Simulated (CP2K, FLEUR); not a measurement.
A CP2K input for a self-consistent single point of Al2Pd (Fm-3m, 3 atoms in the cell) (DFT PBEsol, GPW, DZVP-MOLOPT-SR-GTH basis, GTH-PBE potentials (GTH_POTENTIALS)):

```
&GLOBAL
  PROJECT scf
  RUN_TYPE ENERGY_FORCE
  PRINT_LEVEL MEDIUM
&END GLOBAL
&FORCE_EVAL
  METHOD Quickstep
  STRESS_TENSOR ANALYTICAL
  &DFT
    BASIS_SET_FILE_NAME BASIS_MOLOPT
    POTENTIAL_FILE_NAME GTH_POTENTIALS
    &QS
      METHOD GPW
      EPS_DEFAULT 1E-10
    &END QS
    &MGRID
      CUTOFF 500
      REL_CUTOFF 60
      NGRIDS 5
    &END MGRID
    &SCF
      SCF_GUESS ATOMIC
      EPS_SCF 1E-6
      MAX_SCF 100
      ADDED_MOS 5
      &DIAGONALIZATION
        ALGORITHM STANDARD
      &END DIAGONALIZATION
      &MIXING
        METHOD BROYDEN_MIXING
        ALPHA 0.2
        NBUFFER 8
      &END MIXING
      &SMEAR ON
        METHOD GAUSSIAN
        SIGMA [eV] 0.136
      &END SMEAR
    &END SCF
    &KPOINTS
      SCHEME MONKHORST-PACK 7 7 7
    &END KPOINTS
    &XC
      &XC_FUNCTIONAL
        &PBE
          PARAMETRIZATION PBESOL
        &END PBE
      &END XC_FUNCTIONAL
    &END XC
    &PRINT
      &MO
        EIGENVALUES T
        OCCUPATION_NUMBERS T
        NDIGITS 8
        FILENAME mo
        &EACH
          QS_SCF 0
        &END EACH
        ADD_LAST NUMERIC
      &END MO
      &MULLIKEN ON
      &END MULLIKEN
    &END PRINT
  &END DFT
  &SUBSYS
    &CELL
      ABC 4.08784700 4.08784645 4.08784673
      ALPHA_BETA_GAMMA 60.00000004 60.00000592 60.00000362
      PERIODIC XYZ
    &END CELL
    &COORD
      SCALED
      Al       0.25000000     0.25000000     0.25000000
      Al       0.75000000     0.75000000     0.75000000
      Pd       0.00000000     0.00000000     0.00000000
    &END COORD
    &KIND Al
      BASIS_SET DZVP-MOLOPT-SR-GTH
      POTENTIAL GTH-PBE-q3
    &END KIND
    &KIND Pd
      BASIS_SET DZVP-MOLOPT-SR-GTH
      POTENTIAL GTH-PBE-q18
    &END KIND
  &END SUBSYS
  &PRINT
    &FORCES ON
    &END FORCES
    &STRESS_TENSOR ON
    &END STRESS_TENSOR
  &END PRINT
&END FORCE_EVAL
```

**Question.** Give the FLEUR input for the same structure, mesh, smearing and functional.

**Answer.** One input that does it (others would too):

Input of the input generator:

```
Al2Pd crystal
&input film=f /
0.0000000000 0.7071067812 0.7071067812
0.7071067812 0.0000000000 0.7071067812
0.7071067812 0.7071067812 0.0000000000
7.7249103764
1.0 1.0 1.0

3
13 0.2500000000 0.2500000000 0.2500000000
13 0.7500000000 0.7500000000 0.7500000000
46 0.0000000000 0.0000000000 0.0000000000

&comp jspins=1 /
&exco xctyp='PBEs' /
&kpt div1=7 div2=7 div3=7 /
&end /
```

```xml
<?xml version="1.0" encoding="UTF-8" standalone="no"?>
<fleurInput fleurInputVersion="0.39">
   <comment>
      Al2Pd crystal                                                                                       
   </comment>
   <calculationSetup>
      <cutoffs Kmax="4.5" Gmax="22.5" GmaxXC="22.5" numbands="0"/>
      <scfLoop itmax="60" minDistance="0.00001" maxIterBroyd="99" imix="Anderson" alpha="0.05" precondParam="0.0" spinf="2.0"/>
      <coreElectrons ctail="T" frcor="F" kcrel="0" coretail_lmax="0"/>
      <xcFunctional name="PBEs" relativisticCorrections="F"/>
      <magnetism jspins="1"/>
      <soc l_soc="F" theta="0.0" phi="0.0" spav="F"/>
      <expertModes spex="0" secvar="F"/>
      <geometryOptimization l_f="T" forcealpha="1.0" forcemix="BFGS" epsdisp="0.00001" epsforce="0.00001"/>
      <ldaU l_linMix="F" mixParam="0.05" spinf="1.0"/>
   </calculationSetup>
   <cell>
      <bzIntegration valenceElectrons="40.0" mode="gauss" fermiSmearingEnergy="0.00499791">
         <kPointListSelection listName="default-1"/>
         <!-- k-points included here -->
         <xi:include xmlns:xi="http://www.w3.org/2001/XInclude" href="kpts.xml"> </xi:include>
      </bzIntegration>
      <!-- symmetry operations included here -->
      <xi:include xmlns:xi="http://www.w3.org/2001/XInclude" href="sym.xml"> </xi:include>
      <bulkLattice scale="1.0">
         <bravaisMatrix>
            <row-1>    0.0000000000000000     5.4623365113146845     5.4623365113146845</row-1>
            <row-2>    5.4623365113146845     0.0000000000000000     5.4623365113146845</row-2>
            <row-3>    5.4623365113146845     5.4623365113146845     0.0000000000000000</row-3>
         </bravaisMatrix>
      </bulkLattice>
   </cell>
   <atomSpecies>
      <species name="Aluminum (Al)" element="Al" atomicNumber="13">
         <mtSphere radius="1.92" gridPoints="635" logIncrement="0.018"/>
         <atomicCutoffs lmax="7" lnonsphr="5"/>
         <electronConfig flipSpins="F">
            <coreConfig>(1s1/2)</coreConfig>
            <valenceConfig>(2s1/2) (2p1/2) (2p3/2) (3s1/2) (3p1/2) (3p3/2)</valenceConfig>
            <stateOccupation state="(3p1/2)" spinUp="0.1666666666667" spinDown="0.1666666666667"/>
            <stateOccupation state="(3p3/2)" spinUp="0.3333333333333" spinDown="0.3333333333333"/>
         </electronConfig>
         <energyParameters s="3" p="3" d="3" f="4"/>
         <lo type="SCLO" l="0" n="2" eDeriv="0"/>
         <lo type="SCLO" l="1" n="2" eDeriv="0"/>
         <lo type="SCLO" l="2" n="3" eDeriv="2"/>
         <lo type="SCLO" l="3" n="4" eDeriv="2"/>
      </species>
      <species name="Palladium (Pd)" element="Pd" atomicNumber="46">
         <mtSphere radius="2.54" gridPoints="843" logIncrement="0.015"/>
         <atomicCutoffs lmax="10" lnonsphr="8"/>
         <electronConfig flipSpins="F">
            <coreConfig>(1s1/2) (2s1/2) (2p1/2) (2p3/2) (3s1/2) (3p1/2) (3p3/2) (3d3/2) (3d5/2)</coreConfig>
            <valenceConfig>(4s1/2) (4p1/2) (4p3/2) (5s1/2) (4d3/2) (4d5/2)</valenceConfig>
            <stateOccupation state="(5s1/2)" spinUp="0.5" spinDown="0.5"/>
            <stateOccupation state="(4d3/2)" spinUp="1.8" spinDown="1.8"/>
            <stateOccupation state="(4d5/2)" spinUp="2.7" spinDown="2.7"/>
         </electronConfig>
         <energyParameters s="5" p="5" d="4" f="4"/>
         <lo type="SCLO" l="0" n="4" eDeriv="0"/>
         <lo type="SCLO" l="1" n="4" eDeriv="0"/>
         <lo type="SCLO" l="1" n="4" eDeriv="1"/>
         <lo type="SCLO" l="2" n="4" eDeriv="2"/>
         <lo type="SCLO" l="3" n="4" eDeriv="2"/>
      </species>
   </atomSpecies>
   <atomGroups>
      <atomGroup species="Aluminum (Al)">
         <relPos label="                   1">1.000/4.000 1.000/4.000 1.000/4.000</relPos>
         <relPos label="                   2">-1.000/4.000 -1.000/4.000 -1.000/4.000</relPos>
         <force calculate="T" relaxXYZ="TTT"/>
      </atomGroup>
      <atomGroup species="Palladium (Pd)">
         <relPos label="                   3">.0000000000 .0000000000 .0000000000</relPos>
         <force calculate="T" relaxXYZ="TTT"/>
      </atomGroup>
   </atomGroups>
   <output dos="F" band="F" slice="F">
      <checks vchk="F" cdinf="F"/>
      <bandDOS minEnergy="-.5*Htr" maxEnergy="0.5*Htr" sigma="0.015" storeEVData="T"/>
      <vacuumDOS vacdos="F" integ="F" star="F" nstars="0" locx1="0.0" locy1="0.0" locx2="0.0" locy2="0.0" nstm="0" tworkf="0.0"/>
      <unfoldingBand unfoldBand="F" supercellX="1" supercellY="1" supercellZ="1"/>
      <plotting iplot="0" polar="F">
         <plot TwoD="T" vec1="  1.0  0.0  0.0" vec2="  0.0  1.0  0.0" vec3="  0.0  0.0  1.0" zero="  0.0  0.0  0.0" file="plot"/>
      </plotting>
      <chargeDensitySlicing numkpt="0" minEigenval="0.0" maxEigenval="0.0" nnne="0" pallst="F"/>
      <specialOutput eonly="F"/>
      <magneticCircularDichroism mcd="F" energyLo="-10.0" energyUp="0.0"/>
   </output>
  <!-- We include the file relax.xml here to enable relaxations (see documentation) -->
  <xi:include xmlns:xi="http://www.w3.org/2001/XInclude" href="relax.xml"> <xi:fallback/> </xi:include>
</fleurInput>
```

Basis settings and potentials, where a program has them, do not carry over. This input uses DFT, PBEsol, all-electron FLAPW (FLEUR), scalar-relativistic valence.

The starting cell comes from a database of computed structures (which also holds hypothetical and non-ambient phases and stackings), without a prior relaxation at this level. For this run, on top of that: lattice scaled by 0.98.
